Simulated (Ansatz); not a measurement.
Functionals compared on the (111)A surface of zinc-blende GaAs, Ga-terminated, NH2 on every top atom (bottom of the slab: 3 H on 4 bottom sites), in Ansatz (plane waves, PAW). The structure was relaxed with PBE; the other rows are single points on it. Cutoff 420 eV (500 eV for r2SCAN).

Slab: 47 atoms, 14.9 Å thick at the start with caps and adatoms; k 3x3x1, smearing 0.025 eV, dipole-corrected; 8 atoms held, the rest relaxed; no symmetry held; spin-polarised, no spin-orbit, no U. The slab shows no gap on its mesh. The starting moment vanished. It is one candidate, not shown to be the stable structure of the face. These notes are the PBE run's. r2SCAN: The program's check for a lower electronic state was not made.

| functional | work function of the top face (eV) | rough cost of the single point |
|---|---|---|
| PBE | 5.20 | – |
| r2SCAN | [?] | about 40 core-minutes (a rough figure) |

Question: Some entries are withheld; supply them.

Answer: 
- r2SCAN, work function of the top face (eV): 5.45

Ansatz is a first-principles code.
